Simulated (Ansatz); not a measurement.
**ZrSi (model structure, started from the TiAs type, P6₃/mmc, No. 194, 8 atoms in the cell): properties by level of theory**

```
level (code)         equilibrium lattice constant a (Å)  lattice parameter c (Å)
-------------------  ----------------------------------  -----------------------
PBE (Ansatz)                                      3.713                      ___
PBEsol (Ansatz)                                   3.663                   13.383
PBE-D3(BJ) (Ansatz)                                 ___                   13.373
```

**Question.** Some entries are withheld; supply them.

**Answer.** 
- PBE (Ansatz, a quantum-chemistry and plane-wave program), lattice parameter c (Å): 13.432
- PBE-D3(BJ) (Ansatz), equilibrium lattice constant a (Å): 3.658

Ansatz's density-functional and Hartree–Fock values are scalar-relativistic unless marked +SOC, with PAW data made under PBE.

Static lattice: no zero-point or thermal effects.

A model structure was made by putting elements into a prototype or built by hand; it is no filed structure, need not be a known phase, and can be a saddle point held by its symmetry.
